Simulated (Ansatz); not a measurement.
The structure below was relaxed with PBEsol (Ansatz, a program for electronic structure), scalar-relativistic without spin-orbit coupling, earlier PAW set.

```
Al
1.0
   -1.60632     1.60632     1.60632
    1.60632    -1.60632     1.60632
    1.60632     1.60632    -1.60632
Al
1
Cartesian
  0.00000   0.00000   0.00000
```

Task: Find the space group and the Wyckoff positions.

Result: Space group Im-3m (No. 229); a = 3.213 Å, b = 3.213 Å, c = 3.213 Å, α = 90.00°, β = 90.00°, γ = 90.00°

```csv
atom,site,symmetry,x,y,z
Al,2a,m-3m,0.0000,0.0000,0.0000
```

Task: Describe the coordination.

Result: The crystal has 2 atoms in its conventional cell. Lattice parameters: a = b = c = 3.213 Å, α = β = γ = 90.00°. Al is coordinated by 8 Al at 2.782 Å and 6 Al at 3.213 Å. (Neighbours: up to the widest gap in distance over summed covalent radii, below 1.35, at either atom.)

No phonon test of stability was made. The cell was made from Eu by this change: Eu → Al; the result is a model cell, its experimental status unchecked. This is not the structure that Al has at room temperature and ambient pressure.
